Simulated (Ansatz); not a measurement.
Cells marked so need not be the phases stable at ambient conditions, and some may be hypothetical.

The gap is the functional's own. No spin-orbit coupling. Mid-gap values are interpolated on the energy grid.

A. Ba3ZnN2O (P4/mmm, not sure to be the ambient phase, 7 atoms a cell, 22.9 Å³ an atom, -2 GPa at this level), along the normal of (111)
B. SnSe₂ (P-3m1, CdI2 type, not sure to be the ambient phase, 3 atoms a cell, 25.6 Å³ an atom), along the normal of (001)
C. Ba3Nb2ZnO9 (P-3m1, not sure to be the ambient phase, 15 atoms a cell, 14.4 Å³ an atom, -7 GPa at this level), along the normal of (110)

Task: Rank these by mid-gap decay constant of the slowest evanescent state (lowest first), as r2SCAN run with Ansatz (an electronic-structure program) gives it.

Result: B (0.09 1/Å), A (0.17 1/Å), C (0.32 1/Å)
